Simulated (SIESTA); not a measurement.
Worked example: self-consistent single point of NiO2 (P6_3/mmc, 6 atoms in the cell) in SIESTA.

Method of the run: LDA PW92, numerical atomic orbitals DZP, PseudoDojo LDA standard norm-conserving potentials (rewritten from UPF to PSML) run with SIESTA 5.4.2.

```yaml
crystal:
  lattice:
    - [2.91215, 0.00000, 0.00000]
    - [-1.45608, 2.52200, 0.00000]
    - [0.00000, 0.00000, 10.55527]
  atoms:
    - { symbol: Ni, position: [0.00000, 0.00000, 0.00000], spin: 2.0 }
    - { symbol: Ni, position: [0.00000, 0.00000, 0.50000], spin: 2.0 }
    - { symbol: O, position: [0.66667, 0.33333, 0.08908] }
    - { symbol: O, position: [0.33333, 0.66667, 0.91092] }
    - { symbol: O, position: [0.33333, 0.66667, 0.58908] }
    - { symbol: O, position: [0.66667, 0.33333, 0.41092] }
```
(The spins are starting values, not results.)

Reference input (self-consistent single point, DFT, GGA PBEsol, numerical atomic orbitals DZP, PseudoDojo PBEsol standard norm-conserving potentials (rewritten from UPF to PSML)): XC.functional = GGA; XC.authors = PBEsol; potentials = PseudoDojo PBEsol standard; PAO.BasisSize = DZP; PAO.EnergyShift = 0.01 Ry; MeshCutoff = 300 Ry; kgrid.MonkhorstPack = 10 10 3; OccupationFunction = FD; ElectronicTemperature = 0.1 eV; Spin = polarized; DM.InitSpin = [1 +2.00, 2 +2.00, 3 +0.00, 4 +0.00, 5 +0.00, 6 +0.00]; MaxSCFIterations = 150. This run's input differs from it in these lines:

```diff
@@ -1,2 +1,2 @@
-# files in the folder: Ni.psml O.psml (PseudoDojo PBEsol standard)
+# files in the folder: Ni.psml O.psml (PseudoDojo LDA standard)
 SystemName  NiO2
@@ -26,4 +26,4 @@
 
-XC.functional                GGA
-XC.authors                   PBEsol
+XC.functional                LDA
+XC.authors                   PW92
 PAO.BasisSize                DZP
```

Output, abridged:

```
        iscf     Eharris(eV)        E_KS(eV)     FreeEng(eV)     dDmax    Ef(eV) dHmax(eV)
   scf:    1   -10674.031514   -10833.564350   -10834.014072  0.583214 -1.411863 42.821989
     spin moment: {S} , |S| = {        0.0        0.0    4.73625 }     4.73625
   scf:    2   -10935.970701   -10893.609691   -10893.865104  0.254035 -4.061295 21.359887
     spin moment: {S} , |S| = {        0.0        0.0    1.51589 }     1.51589
   scf:    3   -10885.141854   -10906.901356   -10906.941153  0.216868 -5.793173  8.857963
     spin moment: {S} , |S| = {        0.0        0.0    0.09553 }     0.09553
   [... lines left out ...]
     spin moment: {S} , |S| = {        0.0        0.0   -0.00004 }    -0.00004
   scf:   15   -10912.106370   -10912.106371   -10912.115240  0.000099 -6.005039  0.000927
     spin moment: {S} , |S| = {        0.0        0.0   -0.00002 }    -0.00002
   scf:   16   -10912.106351   -10912.106361   -10912.115240  0.000031 -6.005018  0.000345
     spin moment: {S} , |S| = {        0.0        0.0   -0.00001 }    -0.00001
   scf:   17   -10912.106361   -10912.106361   -10912.115240  0.000006 -6.005015  0.000302
     spin moment: {S} , |S| = {        0.0        0.0   -0.00000 }    -0.00000
SCF Convergence by DM+H criterion
max |DM_out - DM_in|         :     0.0000059818
max |H_out - H_in|      (eV) :     0.0003022859
SCF cycle converged after 17 iterations

Using DM_out to compute the final energy and forces

siesta: E_KS(eV) =           -10912.1064

siesta: E_KS - E_eggbox =    -10912.1064

siesta: Atomic forces (eV/Ang):
     1    0.000000    0.000000   -0.000000
     2    0.000000   -0.000000    0.000000
     3   -0.000013    0.000007   -1.235085
     4    0.000013   -0.000007    1.235085
     5    0.000013   -0.000007   -1.235085
     6   -0.000013    0.000007    1.235085
   Tot    0.000000    0.000000   -0.000000
   Max    1.235085
   Res    0.582225    sqrt( Sum f_i^2 / 3N )
   Max    1.235085    constrained

   [... lines left out ...]
siesta: FreeEng =    -10912.115240
siesta: Cell volume =         77.522449 Ang**3
siesta:        -208.61748937       -266.42644876  kBar
   [... lines left out ...]

mulliken: Qtot =       30.000

Mulliken Atomic Populations:
Atom #   charge [q] valence [e]      Sz [e]  Species
     1     0.622958   17.377042    0.000061  Ni
     2     0.622958   17.377042    0.000061  Ni
     3    -0.311479    6.311479   -0.000031  O
     4    -0.311479    6.311479   -0.000031  O
     5    -0.311479    6.311479   -0.000031  O
     6    -0.311479    6.311479   -0.000031  O
 Total    -0.000000               -0.000003
```

The run converged in 17 iterations. Against the reference run the pressure goes from -15.99 to -20.86 GPa, the largest force goes from 0.838 to 1.235 eV/Å and the gap on the mesh goes from 0.881 to 0.836 eV.

The starting cell comes from a database of computed structures (which also holds hypothetical and non-ambient phases and stackings), without a prior relaxation at this level. The starting moments vanished: the run ended non-magnetic, which need not be the lowest state. Values carry the incompleteness of an atom-centred basis. With a pressure of about -21 GPa the cell is away from its equilibrium volume at this level. Forces in this geometry exceed 1 eV/Å.

Cost on one core of a shared machine: roughly 40 s.
